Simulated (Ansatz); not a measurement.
The starting structures come from a database of crystals and need not be the phases stable at ambient conditions.

By PBEsol, the system below comes out a metal.

The ballistic (Sharvin) conductance counts the channels at the Fermi level: G/A = (e²/h) × channels of both spins per area.

Consider the following.

```xyz
1
Lattice="4.5985 0.0000 0.0000 -2.2993 3.9824 0.0000 2.2993 1.3275 0.9668" Properties=species:S:1:pos:R:3 pbc="T T T"
Ti     0.0000     0.0000     0.0000
```

Space group of this cell: R-3m. The cell is strained (lengths along the current scaled by 1.03, ions clamped); by PBEsol its mean pressure is -6.9 GPa.

The current flows along the normal of the first two printed cell vectors, the (111) (indices of the unstrained crystal) plane of the conventional cell. No spin-orbit coupling; the value is a mean over 0.1 eV about the Fermi level.

### Question
State the ballistic conductance per area according to PBEsol in Ansatz (a program for electronic structure).

### Answer
1.6 × 10¹⁵ S/m² for both spins.
